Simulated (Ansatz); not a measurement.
System: L1₂ (Cu3Au-type) Ni3Fe. Method: PBEsol-D3(BJ) in Ansatz (plane waves, PAW).

Run with plane-wave cutoff 520 eV, 16×16×16 k mesh, Fermi–Dirac smearing 0.05 eV, spin-polarised with parallel moments, scalar-relativistic PAW data made under PBE.

Cell (relaxed at this level):

```
FeNi3
1.0
    3.45693     0.00000     0.00000
    0.00000     3.45693     0.00000
    0.00000     0.00000     3.45693
Fe Ni
1 3
Direct
  0.00000   0.00000   0.00000
  0.00000   0.50000   0.50000
  0.50000   0.00000   0.50000
  0.50000   0.50000   0.00000
```
Starting moments (μB, in the order of the record's atoms Fe Ni Ni Ni): 3.0 0.7 0.7 0.7.

Problem. What does this level give for the bulk modulus, magnetic moment (largest site, within a sphere) and pressure derivative B′ of the bulk modulus?

Solution. 
* **bulk modulus**: 241 GPa
* **magnetic moment (largest site, within a sphere)**: 2.80 μB
* **pressure derivative B′ of the bulk modulus**: 4.9

The run finds no gap.

Moments are spin moments.

Computed values are for the static lattice.

Ansatz is an electronic-structure program.
